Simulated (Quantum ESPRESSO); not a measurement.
Effort and miss along a sweep of K_POINTS: ZnS (P6_3mc, 20 atoms in the cell)

Cell: a = 3.7319 Å, b = 3.7319 Å, c = 30.5258 Å, α = 90.00°, β = 90.00°, γ = 120.00°.

Computed with PBE, GBRV 1.5 ultrasoft (PBE) pseudopotentials (plane waves; Quantum ESPRESSO).

Base settings: ecutwfc = 50 Ry; ecutrho = 250 Ry; occupations = fixed; potentials = {Zn: zn_pbe_v1.uspp.F.UPF, S: s_pbe_v1.4.uspp.F.UPF}; K_POINTS = automatic 4 4 1 0 0 0; nbnd = 136; conv_thr = 1e-10 Ry; mixing_beta = 0.4.

Misses are taken against the tightest run, automatic 10 10 1 0 0 0, which need not be fully converged itself. The energy is the free energy per atom.

The count of work is k-points × plane waves × bands × iterations; it is no time, and leaves out set-up, grids and terms that scale otherwise. Core times come from one kind of shared machine and are given to one figure; runs under 30 s give none.

The starting cell comes from a database of computed structures (which also holds hypothetical and non-ambient phases and stackings), without a prior relaxation at this level. Its lattice was rescaled by a random factor within 2.5 % of one. In the base run, with a pressure of about 8 GPa the cell is away from its equilibrium volume at this level.

| K_POINTS | energy less reference (meV/atom) | pressure less reference (GPa) | largest difference in the force on any atom (eV/Å) | count of work / reference | core time / reference (rough) |
|---|---|---|---|---|---|
| automatic 1 1 1 0 0 0 | 3218.22 | 31.44 | 2.193 | 0.087 | 0.1 |
| automatic 2 2 1 0 0 0 | 328.30 | 3.42 | 0.275 | 0.15 | 0.2 |
| automatic 3 3 1 0 0 0 | 59.80 | 0.78 | 0.058 | 0.25 | 0.3 |
| automatic 4 4 1 0 0 0 | 13.10 | 0.20 | 0.015 | 0.31 | 0.4 |
| automatic 6 6 1 0 0 0 | 0.86 | 0.01 | 0.001 | 0.58 | 0.6 |
| automatic 7 7 1 0 0 0 | 0.25 | 0.00 | 0.001 | 0.66 | 0.7 |
| automatic 8 8 1 0 0 0 | 0.07 | -0.01 | 0.000 | 0.82 | 0.8 |
| automatic 10 10 1 0 0 0 | 0.00 | 0.00 | 0.000 | 1.0 | 1 |

Coarsest setting among those run that, with all tighter ones, holds the energy within 1 meV/atom of the reference: automatic 6 6 1 0 0 0, off by 0.86 meV/atom; its saving against the reference is no more than about a factor of 2 in the count of work.

Coarsest setting among those run that, with all tighter ones, holds the energy within 0.5 meV/atom of the reference: automatic 7 7 1 0 0 0, off by 0.25 meV/atom; its saving against the reference is no more than about a factor of 2 in the count of work.

The step from automatic 1 1 1 0 0 0 to automatic 4 4 1 0 0 0: it takes the miss in the energy from 3200 to 13 meV/atom, for 3.5 times the count of work and roughly 3 times the time.
